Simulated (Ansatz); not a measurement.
Results of PBEsol (plane waves, PAW; Ansatz, a quantum-chemistry and plane-wave program) for Tb₅Sn₃ (P6₃/mcm, No. 193; cell taken from a computed entry).

Settings: plane-wave cutoff 500 eV, 12×12×8 k mesh (along the axes of the cell as run), Fermi–Dirac smearing 0.1 eV, spin-polarised start, scalar-relativistic PAW data made under PBE.

Computed at the level's own relaxed cell.

Problem. Predict the equilibrium volume per atom, lattice parameter a and c axis length.

Solution. 
- equilibrium volume per atom: 28.13 Å³/atom
- lattice parameter a: 8.957 Å
- c axis length: 6.477 Å

The run finds no gap.

Note: the magnetic order was assumed, not searched for or taken from measurement; the relaxation could not lower the start's symmetry, so the cell can be a saddle point above a distorted one; the 4f shell is treated without U or exact exchange, so its levels and filling can be wrong.

Spin–orbit coupling is not included.

Computed values are for the static lattice.

Cost on a shared machine: about 2.2 core-hours (a rough figure).
